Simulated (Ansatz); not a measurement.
SnSiO₄ (model structure, started from the HfGeO4 type, I4₁/a, No. 88, 12 atoms in the cell) was calculated with PBEsol in Ansatz (plane waves, PAW).

Run with plane-wave cutoff 520 eV, 10×10×10 k mesh, Fermi–Dirac smearing 0.01 eV, scalar-relativistic PAW data made under PBE.

Cell (relaxed with PBEsol):

SnO4Si has the tetragonal space group I4₁/a, origin choice 1 (No. 88), Pearson symbol tI24. Lattice parameters: a = b = 4.676 Å, c = 10.712 Å, α = β = γ = 90.00°. Sn on 4b sees 4 O at 2.088 Å and 4 O at 2.307 Å. Si on 4a is surrounded by 4 O at 1.662 Å (tetrahedral). O on 16f is coordinated by 1 Si at 1.662 Å and 1 Sn at 2.088 Å and 1 Sn at 2.307 Å (trigonal planar). (Neighbours: up to the widest gap in distance over summed covalent radii, below 1.35, at either atom; cation-cation and far metal-metal contacts left out.)
(The calculation used a cell of 12 atoms; values per cell refer to that cell.)

### Question
Estimate the band gap and smallest direct gap on the k points sampled that the calculation returns.

### Answer

- band gap = 2.07 eV
- smallest direct gap on the k points sampled = 2.12 eV

Note: the relaxation could raise the start's symmetry but not lower it, so the cell can be a saddle point.

Spin–orbit coupling is not included.

Static lattice: no zero-point or thermal effects.

Computing time: about 60 core-seconds (a rough figure).

A model structure was made by putting elements into a prototype or built by hand; it is no filed structure, need not be a known phase, and can be a saddle point held by its symmetry.

Ansatz is a first-principles code.
